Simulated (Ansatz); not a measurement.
Base system: Re in the hcp (Mg type) structure (space group P6_3/mmc, No. 194; a = 2.7519 Å, c = 4.4401 Å; relaxed with 0.1 eV smearing).

Level of theory: Ansatz (a program for electronic structure), PBEsol, PAW, cutoff 420 eV, spin-orbit coupling left out.

Before the change:

| Property | Value |
|---|---|
| Pressure | 0.0 GPa |
| Band gap | zero |

The change: an isotropic linear strain of −0.50 %; the atoms relax in the strained cell.

### Question
What does the calculation give for the energy relative to the base, pressure and band gap after the change?

### Answer
The energy increases by 4.1 meV/atom; the pressure (mean of the normal stresses, compression positive) goes from zero to 6.1 GPa; the band gap is still zero.

Whether these cells are dynamically stable was not tested. The final runs are not spin-polarised.
